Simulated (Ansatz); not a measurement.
BeSe, pressure series

Base system: BeSe in the zinc blende structure (space group F-43m, No. 216; a = 5.129 Å).

Cell and atoms are relaxed at each pressure.

Calculations: Ansatz (a program for electronic structure) PBEsol, no spin-orbit coupling.

Notes on the quantities. hole mass: degenerate bands, along [100].

| case | hole mass | band gap | width of the top valence band | volume per atom | smallest direct gap |
|---|---|---|---|---|---|
| base | 0.23, 0.46, 0.46 mₑ (at Γ) | 2.47 eV | 3.37 eV | 16.86 Å³ | 4.28 eV |
| pressure −2 GPa | 0.23, 0.48, 0.48 mₑ (at Γ) | 2.52 eV | 3.25 eV | 17.32 Å³ | 4.09 eV |
| pressure −1 GPa | 0.23, 0.47, 0.47 mₑ (at Γ) | 2.49 eV | 3.31 eV | 17.08 Å³ | 4.19 eV |
| pressure 0.3 GPa | 0.23, 0.46, 0.46 mₑ (at Γ) | 2.46 eV | 3.39 eV | 16.80 Å³ | 4.31 eV |
| pressure 0.7 GPa | 0.23, 0.46, 0.46 mₑ (at Γ) | 2.45 eV | 3.42 eV | 16.72 Å³ | 4.35 eV |
| pressure 1.5 GPa | 0.24, 0.45, 0.45 mₑ (at Γ) | 2.43 eV | 3.46 eV | 16.56 Å³ | 4.42 eV |
| pressure 3 GPa | 0.24, 0.44, 0.44 mₑ (at Γ) | 2.39 eV | 3.55 eV | 16.28 Å³ | 4.55 eV |
| pressure 5 GPa | 0.24, 0.43, 0.43 mₑ (at Γ) | 2.34 eV | 3.66 eV | 15.94 Å³ | 4.71 eV |
| pressure 7.5 GPa | 0.24, 0.42, 0.42 mₑ (at Γ) | 2.28 eV | 3.79 eV | 15.56 Å³ | 4.84 eV |
| pressure 10 GPa | 0.25, 0.40, 0.40 mₑ (at Γ) | 2.22 eV | 3.91 eV | 15.21 Å³ | 4.89 eV |

Load acts through the strain it causes; cell and atoms are relaxed under it. Effective masses come from finite differences of ±0.01 Å⁻¹. Stability against distortions was not tested. Competing high-pressure phases were not computed.
